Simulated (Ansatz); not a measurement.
System: Si₃N₄ (model structure, started from the spinel Si type, Fd-3m, No. 227, 14 atoms in the cell). Method: r²SCAN (plane waves, PAW; Ansatz, a quantum-chemistry and plane-wave program).

Numerical settings: plane-wave cutoff 560 eV, 8×8×8 k mesh, Fermi–Dirac smearing 0.01 eV, scalar-relativistic PAW data made under PBE.

Cell (relaxed at this level):

```
CELL_PARAMETERS angstrom
      0.00000     3.86507     3.86507
      3.86507     0.00000     3.86507
      3.86507     3.86507     0.00000
ATOMIC_POSITIONS crystal
  Si 0.62500 0.62500 0.62500
  Si 0.12500 0.62500 0.62500
  Si 0.62500 0.12500 0.62500
  Si 0.62500 0.62500 0.12500
  Si 0.25000 0.25000 0.25000
  Si 0.00000 0.00000 0.00000
  N  0.86757 0.86757 0.86757
  N  0.39729 0.86757 0.86757
  N  0.86757 0.39729 0.86757
  N  0.86757 0.86757 0.39729
  N  0.38243 0.38243 0.38243
  N  0.85271 0.38243 0.38243
  N  0.38243 0.85271 0.38243
  N  0.38243 0.38243 0.85271
```

Predict the band gap.


- band gap: 4.03 eV (on the SCF k mesh)

Note: the relaxation could raise the start's symmetry but not lower it, so the cell can be a saddle point.

A model structure was made by putting elements into a prototype or built by hand; it is no filed structure, need not be a known phase, and can be a saddle point held by its symmetry.
